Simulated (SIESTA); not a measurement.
Worked example: self-consistent single point of BaMg₆Zn (Amm2, 8 atoms in the cell) in SIESTA.

Computed with SIESTA with GGA PBEsol, numerical atomic orbitals DZP, PseudoDojo PBEsol standard norm-conserving potentials (rewritten from UPF to PSML).

The change in words: lattice scaled by 0.98. Reference geometry:
```xyz
8
Lattice="5.0732 0.0000 0.0000 0.0000 3.5100 6.0539 0.0000 -3.5100 6.0539" Properties=species:S:1:pos:R:3 pbc="T T T"
Ba     2.5366     0.0000     8.1494
Mg     0.0000    -1.9762     6.8666
Mg     0.0000     1.9762     6.8666
Mg     0.0000     0.0000     4.0320
Mg     2.5366    -1.8411     5.0889
Mg     2.5366     1.8411     5.0889
Mg     2.5366     0.0000     1.9584
Zn     0.0000     0.0000    10.3804
```

Reference input (self-consistent single point, DFT, GGA PBEsol, numerical atomic orbitals DZP, PseudoDojo PBEsol standard norm-conserving potentials (rewritten from UPF to PSML)): XC.functional = GGA; XC.authors = PBEsol; potentials = PseudoDojo PBEsol standard; PAO.BasisSize = DZP; PAO.EnergyShift = 0.01 Ry; MeshCutoff = 350 Ry; kgrid.MonkhorstPack = 4 3 3; OccupationFunction = MP; OccupationMPOrder = 0; ElectronicTemperature = 0.136 eV; MaxSCFIterations = 150; SCF.Mixer.Method = Broyden. This run's input differs from it in these lines:

```diff
@@ -13,5 +13,5 @@
 %block LatticeVectors
-     5.073200000    0.000000000    0.000000000
-     0.000000000    3.510025000    6.053905000
-     0.000000000   -3.510025000    6.053905000
+     4.971736000    0.000000000    0.000000000
+     0.000000000    3.439825000    5.932827000
+     0.000000000   -3.439825000    5.932827000
 %endblock LatticeVectors
@@ -19,10 +19,10 @@
 %block AtomicCoordinatesAndAtomicSpecies
-     2.536600000    0.000000000    8.149403677  1
-     0.000000000   -1.976214276    6.866581207  2
-     0.000000000    1.976214276    6.866581207  2
-     0.000000000   -0.000000000    4.032021808  2
-     2.536600000   -1.841078313    5.088912543  2
-     2.536600000    1.841078313    5.088912543  2
-     2.536600000   -0.000000000    1.958438268  2
-     0.000000000    0.000000000   10.380388747  3
+     2.485868000    0.000000000    7.986415738  1
+     0.000000000   -1.936690272    6.729249696  2
+     0.000000000    1.936690272    6.729249696  2
+     0.000000000   -0.000000000    3.951381439  2
+     2.485868000   -1.804257009    4.987134376  2
+     2.485868000    1.804257009    4.987134376  2
+     2.485868000   -0.000000000    1.919269534  2
+     0.000000000    0.000000000   10.172781144  3
 %endblock AtomicCoordinatesAndAtomicSpecies
```

Log, with long lists cut:

```
        iscf     Eharris(eV)        E_KS(eV)     FreeEng(eV)     dDmax    Ef(eV) dHmax(eV)
   scf:    1   -15108.203752   -15788.890918   -15789.010654  3.686658 -1.424807135.570440
   scf:    2   -15877.189036   -16072.889781   -16072.934148  3.880128 -3.242882 54.547832
   scf:    3   -16131.005628   -16105.702328   -16105.730746  0.699702 -3.079922 30.635441
   scf:    4   -16122.938891   -16116.210046   -16116.260025  0.717744 -2.980039 12.137994
   scf:    5   -16118.342723   -16117.402248   -16117.454877  0.203028 -2.976592  5.282691
   [... 5 lines left out ...]
   scf:   11   -16117.788872   -16117.788837   -16117.845937  0.000535 -2.993896  0.004297
   scf:   12   -16117.788851   -16117.788844   -16117.845938  0.000157 -2.994067  0.001351
   scf:   13   -16117.788846   -16117.788845   -16117.845938  0.000042 -2.994143  0.001307
   scf:   14   -16117.788845   -16117.788845   -16117.845938  0.000017 -2.994187  0.000936
SCF Convergence by DM+H criterion
max |DM_out - DM_in|         :     0.0000171104
max |H_out - H_in|      (eV) :     0.0009357125
SCF cycle converged after 14 iterations

Using DM_out to compute the final energy and forces

siesta: E_KS(eV) =           -16117.7888

siesta: E_KS - E_eggbox =    -16117.7888

siesta: Atomic forces (eV/Ang):
     1    0.000000   -0.000000    0.047792
     2    0.000000   -0.058601   -0.148775
     3    0.000000    0.058601   -0.148775
     4    0.000000    0.000000   -0.010299
     5    0.000000   -0.055991    0.032429
     6    0.000000    0.055991    0.032429
     7    0.000000    0.000000   -0.001944
     8    0.000000    0.000000    0.216653
   Tot    0.000000    0.000000    0.019510
   Max    0.216653
   Res    0.067343    sqrt( Sum f_i^2 / 3N )
   Max    0.216653    constrained

   [... lines left out ...]
siesta: FreeEng =    -16117.845938
   [... lines left out ...]
siesta:    -0.013832    0.000000   -0.000000
siesta:    -0.000000   -0.013334   -0.000000
siesta:    -0.000000   -0.000000   -0.021009

siesta: Cell volume =        202.925249 Ang**3

siesta: Pressure (static):
siesta:                Solid            Molecule  Units
siesta:           0.00017490          0.00015386  Ry/Bohr**3
siesta:           0.01605831          0.01412711  eV/Ang**3
siesta:          25.72824139         22.63412944  kBar
```

The run converged in 14 iterations. Against the reference run the free energy rises by 12.4 meV/atom, the pressure goes from 0.05 to 2.57 GPa and the largest force goes from 0.326 to 0.217 eV/Å.

The starting cell comes from a database of computed structures (which also holds hypothetical and non-ambient phases and stackings), without a prior relaxation at this level. For this run, on top of that: lattice scaled by 0.98. Values carry the incompleteness of an atom-centred basis.
